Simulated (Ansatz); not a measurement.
## InP with two functionals, In → Ga

The reference is InP in the zinc blende structure (space group F-43m, No. 216; a = 5.960 Å).

(Cell as relaxed with PBE.)

Levels (all Ansatz, a first-principles code, PAW, earlier PAW set): PBE (420 eV, scalar-relativistic without spin-orbit coupling); PBEsol (420 eV, scalar-relativistic without spin-orbit coupling).

Each level relaxes its own structure.

| base | PBE | PBEsol |
|---|---|---|
| volume per atom | 26.46 Å³ | 25.40 Å³ |
| lattice parameter a | 5.960 Å | 5.879 Å |
| band gap | 0.44 eV | 0.57 eV |

Modification: every In is replaced by Ga; the structure is relaxed again.

```csv
quantity,PBE,PBEsol
band gap,1.58 eV,___
lattice parameter a,5.507 Å,___
gap character,direct at Γ,___
```

**Question.** Given the PBE results, estimate those of PBEsol.

**Answer.** 
- band gap, PBEsol: 1.45 eV
- lattice parameter a, PBEsol: 5.439 Å
- gap character, PBEsol: indirect, Γ → Γ–X (87 % along)

PBE's band gap lies 0.123 eV above PBEsol's; PBE's lattice parameter a lies 0.068 Å above PBEsol's (1.2 %); they disagree on the gap character. Neither level is exact; PBEsol is the comparison here, not a measurement.

Stability against distortions was not tested.
